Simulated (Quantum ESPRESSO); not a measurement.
A working Quantum ESPRESSO input for PO2 (C2/c, 24 atoms in the cell) (DFT, LDA (PZ), plane waves, GBRV 1.5 ultrasoft (LDA) pseudopotentials):

```fortran
&CONTROL
 calculation = 'scf'
 prefix = 'run'
 outdir = './work'
 pseudo_dir = './'
 tprnfor = .true.
 tstress = .true.
/
&SYSTEM
 ibrav = 0
 nat = 24
 ntyp = 2
 ecutwfc = 40
 ecutrho = 200
 occupations = 'fixed'
 nbnd = 74
/
&ELECTRONS
 conv_thr = 1.0d-10
 mixing_beta = 0.4
/
ATOMIC_SPECIES
P     30.9738  p_lda_v1.5.uspp.F.UPF
O     15.9990  o_lda_v1.2.uspp.F.UPF
ATOMIC_POSITIONS {angstrom}
P     8.018414126    1.149221870    1.206039120
P     0.639240874   -1.149221870    5.627430880
P     1.076686374    1.149221870    2.210695880
P     7.580968626   -1.149221870    4.622774120
P     4.012506104   -1.810658905    3.071508096
P     4.645148896    1.810658905    3.761961904
P     5.082594396   -1.810658905    0.345226904
P     3.575060604    1.810658905    6.488243096
O     4.547550250   -1.141428503    1.708367500
O     4.110104750    1.141428503    5.125102500
O     2.933699846   -2.890339963    2.399982999
O     5.723955154    2.890339963    4.433487001
O     6.161400654   -2.890339963    1.016752001
O     2.496254346    2.890339963    5.816717999
O     3.845580352   -2.908524486    0.103800409
O     4.812074648    2.908524486    6.729669591
O     5.249520148   -2.908524486    3.312934591
O     3.408134852    2.908524486    3.520535409
O     4.547550250   -4.631358141    1.708367500
O     4.110104750    4.631358141    5.125102500
O     1.694569937   -0.284657721    6.057187808
O     6.963085063    0.284657721    0.776282192
O     6.525639563   -0.284657721    4.193017192
O     2.132015437    0.284657721    2.640452808
K_POINTS {automatic}
4 4 4  0 0 0
CELL_PARAMETERS {bohr}
   9.006950605    -9.440595508     0.000000000
   9.006950605     9.440595508     0.000000000
  -1.653304379     0.000000000    12.913386781
```

The run converged in 14 iterations: free energy E − TS -8734.0006 eV; top of the valence band (on the code's own zero) 3.00 eV; gap on the k-point mesh 4.19 eV; pressure 4.43 GPa; largest force (vector length) 1.548 eV/Å. Each of these slips is then made, one at a time:

(1)
```diff
- conv_thr = 1.0d-10
+ conv_thr = 1.0d-3
```

(2)
```diff
- nat = 24
+ nat = 23
```

Q: What happens in each case?

A: 
(1) A convergence threshold that is too loose. The run converged in 6 iterations without an error; against the sound input the free energy hardly moves (within 1 meV/atom), the pressure goes from 4.43 to 4.08 GPa, the largest force hardly changes (1.548 to 1.555 eV/Å) and the gap on the mesh moves little (4.190 to 4.185 eV).

(2) An atom count that does not match the list of atoms. The run converged in 14 iterations without an error; against the sound input the pressure goes from 4.43 to 5.30 GPa, the largest force goes from 1.548 to 4.970 eV/Å and the gap on the mesh goes from 4.190 to 3.531 eV. The full log also holds: “Warning: card O     2.132015437    0.284657721    2.640452808 ignored” and “c_bands:  1 eigenvalues not converged”.

The starting cell comes from a database of computed structures (which also holds hypothetical and non-ambient phases and stackings), without a prior relaxation at this level. Its lattice was rescaled by a random factor within 2.5 % of one. In the base run, with a pressure of about 4 GPa the cell is away from its equilibrium volume at this level. In the base run, forces exceed 1 eV/Å.

Left out of this page: 4 runs of the series outside the window shown, repeating another row's setting, or not comparable.
